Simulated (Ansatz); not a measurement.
Base system: WGe in the rock salt structure (space group Fm-3m, No. 225; a = 5.098 Å; a hypothetical phase, not in the database extracts checked).

Now apply this change: full substitution W → Cr; the structure is relaxed again.

Levels (all Ansatz, a program for electronic structure, PAW, earlier PAW set): PBEsol (420 eV, no spin-orbit coupling); r2SCAN (500 eV, no spin-orbit coupling).

The geometry is relaxed with PBEsol.

* **PBEsol largest site moment**: 2.06 μB
* **PBEsol magnetic state**: ferromagnetic
* **PBEsol pressure**: 0.0 GPa

With r2SCAN at the same geometry, the largest site moment rises by 0.389 μB, from 2.06 μB to 2.44 μB; the magnetic state remains ferromagnetic; the pressure goes from zero to 7.5 GPa.

Other magnetic orders, which the real material may have, were not ruled out. Single points use the geometry relaxed with PBEsol. Their cutoffs differ, which shifts pressures a little. Stability against distortions was not tested. As relaxed here, CrGe is a hypothetical phase, not in the database extracts checked. Spin-polarised in the final run: PBEsol CrGe and r2SCAN CrGe; the other runs are not. WGe has a high density of states at the Fermi level and may be magnetic at this level.
